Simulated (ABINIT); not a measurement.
ABINIT run on KSr3 (Fm-3m, 4 atoms in the cell): self-consistent single point.

Method: LDA (PW92), norm-conserving pseudopotentials (PseudoDojo nc-sr-04 LDA standard) (plane waves; ABINIT 10.0.3).

The change in words: lattice scaled by 0.98. Reference geometry:
```
CELL_PARAMETERS angstrom
      0.00000     4.97170     4.97170
      4.97170     0.00000     4.97170
      4.97170     4.97170     0.00000
ATOMIC_POSITIONS crystal
  K  0.00000 0.00000 0.00000
  Sr 0.25000 0.25000 0.25000
  Sr 0.75000 0.75000 0.75000
  Sr 0.50000 0.50000 0.50000
```

Reference input (self-consistent single point, DFT, LDA (PW92), plane waves, norm-conserving pseudopotentials (PseudoDojo nc-sr-04 LDA standard)): pseudos = [K.upf, Sr.upf]; ecut = 36 Ha; occopt = 3; tsmear = 0.05 eV; ngkpt = 5 5 5; nshiftk = 1; shiftk = 0 0 0; potentials = PseudoDojo nc-sr-04 LDA standard; nband = 27; kptopt = 1; nstep = 80; tolvrs = 1e-12. This run's input differs from it in these lines:

```diff
@@ -3,6 +3,6 @@
 pseudos "K.upf, Sr.upf"
-acell 7.0310413254 7.0310413254 7.0310413254 Angstrom
+acell 6.8904204140 6.8904204140 6.8904204140 Angstrom
 rprim
         -0.0000000000    0.7071067812    0.7071067812
-         0.7071067812   -0.0000000000    0.7071067812
+         0.7071067812    0.0000000000    0.7071067812
          0.7071067812    0.7071067812   -0.0000000000
```

Output, abridged:

```
--- !BeginCycle
solver: {iscf: 7, nstep: 80, nline: 4, wfoptalg: 0, }
tolerances: {tolvrs: 1.00E-12, }
...

     iter   Etot(hartree)      deltaE(h)  residm     vres2
 ETOT  1  -132.67345227003    -1.327E+02 3.344E-02 1.642E+00
 ETOT  2  -132.71279901245    -3.935E-02 2.459E-03 8.298E-01
 ETOT  3  -132.71283902188    -4.001E-05 4.315E-04 3.503E-02
 ETOT  4  -132.71284122939    -2.208E-06 4.503E-04 6.188E-03
 ETOT  5  -132.71284154192    -3.125E-07 4.810E-04 1.649E-04
   [... 2 lines left out ...]
 ETOT  8  -132.71284155248    -2.504E-11 3.130E-04 3.073E-08
 ETOT  9  -132.71284155248     2.700E-12 1.484E-04 2.558E-09
 ETOT 10  -132.71284155248    -4.633E-12 1.089E-04 1.227E-11
 ETOT 11  -132.71284155247     1.108E-11 4.551E-05 3.009E-13
 At SCF step   11       vres2   =  3.01E-13 < tolvrs=  1.00E-12 =>converged.

 Cartesian components of stress tensor (hartree/bohr^3)
  sigma(1 1)=  3.40594048E-05  sigma(3 2)=  0.00000000E+00
  sigma(2 2)=  3.40594048E-05  sigma(3 1)=  0.00000000E+00
  sigma(3 3)=  3.40594048E-05  sigma(2 1)=  0.00000000E+00

 ----iterations are completed or convergence reached----

 reduced coordinates (array xred) for    4 atoms
       0.000000000000      0.000000000000      0.000000000000
       0.250000000000      0.250000000000      0.250000000000
       0.750000000000      0.750000000000      0.750000000000
       0.500000000000      0.500000000000      0.500000000000
 cartesian forces (eV/Angstrom) at end:
    1      0.00000000000000     0.00000000000000    -0.00000000000000
   [... lines left out ...]
 Fermi (or HOMO) energy (hartree) =   0.12046   Average Vxc (hartree)=  -0.26885
   [... lines left out ...]
total_energy        : -1.32712841552469E+02
total_energy_eV     : -3.61130007463559E+03
band_energy         : -2.16650971059492E+01
...

-Cartesian components of stress tensor (GPa)         [Pressure= -1.0021E+00 GPa]
- sigma(1 1)=  1.00206212E+00  sigma(3 2)=  0.00000000E+00
- sigma(2 2)=  1.00206212E+00  sigma(3 1)=  0.00000000E+00
- sigma(3 3)=  1.00206212E+00  sigma(2 1)=  0.00000000E+00

 Calculation completed.
```

The run converged in 11 iterations. Against the reference run the free energy drops by 27.3 meV/atom and the pressure goes from -1.40 to -1.00 GPa.

The starting cell comes from a database of computed structures (which also holds hypothetical and non-ambient phases and stackings), without a prior relaxation at this level. Its lattice was rescaled by a random factor within 2.5 % of one. For this run, on top of that: lattice scaled by 0.98.

Cost on one core of a shared machine: roughly 2 min.
